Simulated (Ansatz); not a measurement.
Converging shifted k-point meshes: Sn (Im-3m, 1 atom in the cell)

```
Sn
1.0
   -1.88897     1.88897     1.88897
    1.88897    -1.88897     1.88897
    1.88897     1.88897    -1.88897
Sn
1
Direct
  0.00000   0.00000   0.00000
```

Method: LDA (PW92), default PAW files made with PBE (plane waves; Ansatz, an electronic-structure program).

Base settings: basis.ecutwfc = 420 eV; kpoints.mp_grid.grid = 12 12 12; hamiltonian.xc = lda; hamiltonian.pseudopotentials = {kind: paw} (the program's default PAW files); scf.occupations.method = gaussian; scf.occupations.width = 0.1 eV.

In this ladder: kpoints.mp_grid.shift = 0.5 0.5 0.5.

Only quantities that move along the ladder and can be compared are tabulated.

The count of work is k-points × plane waves × bands × iterations; it is no time. 

The starting cell comes from a database of computed structures (which also holds hypothetical and non-ambient phases and stackings), without a prior relaxation at this level. Its lattice was rescaled by up to half a per cent. In the base run, with a pressure of about -3 GPa the cell is away from its equilibrium volume at this level. Ansatz's pressure includes its estimate of the finite-basis (Pulay) stress.

| kpoints.mp_grid.grid | free energy less the last step's (meV/atom) | pressure (GPa) | count of work / last |
|---|---|---|---|
| 2 2 2 | 1973.30 | 6.33 | 0.0012 |
| 3 3 3 | 226.21 | 0.10 | 0.0024 |
| 4 4 4 | -18.49 | -1.91 | 0.0036 |
| 5 5 5 | -29.02 | -4.27 | 0.0061 |
| 6 6 6 | -8.36 | -2.59 | 0.0085 |
| 7 7 7 | 36.79 | -3.36 | 0.012 |
| 8 8 8 | 28.19 | -2.41 | 0.016 |
| 9 9 9 | -3.94 | -3.09 | 0.021 |
| 10 10 10 | 0.32 | -3.03 | 0.027 |
| 11 11 11 | -10.48 | -2.88 | 0.040 |
| 12 12 12 | 0.93 | -3.24 | 0.041 |
| 13 13 13 | 5.10 | -2.88 | 0.051 |
| 14 14 14 | -1.49 | -3.00 | 0.061 |
| 16 16 16 | -1.72 | -2.99 | 0.085 |
| 18 18 18 | 1.38 | -2.91 | 0.13 |
| 19 19 19 | -0.86 | -3.01 | 0.13 |
| 22 22 22 | -1.32 | -3.01 | 0.20 |
| 24 24 24 | -0.61 | -3.02 | 0.25 |
| 27 27 27 | -0.36 | -3.02 | 0.34 |
| 29 29 29 | -0.44 | -2.98 | 0.41 |
| 33 33 33 | -0.06 | -2.94 | 0.59 |
| 36 36 36 | -0.13 | -2.94 | 0.75 |
| 40 40 40 | 0.00 | -2.98 | 1.0 |

Coarsest kpoints.mp_grid.grid that holds the pressure within 1 GPa of the last step, with all finer ones: 6 6 6, at 0.0085 of the last step's count of work; the step before is off by 1.3 GPa.

Coarsest kpoints.mp_grid.grid that holds the free energy within 0.5 meV/atom of the last step, with all finer ones: 27 27 27, at 0.34 of the last step's count of work; the step before is off by 0.61 meV/atom.

Keys are those of Ansatz 0.2.
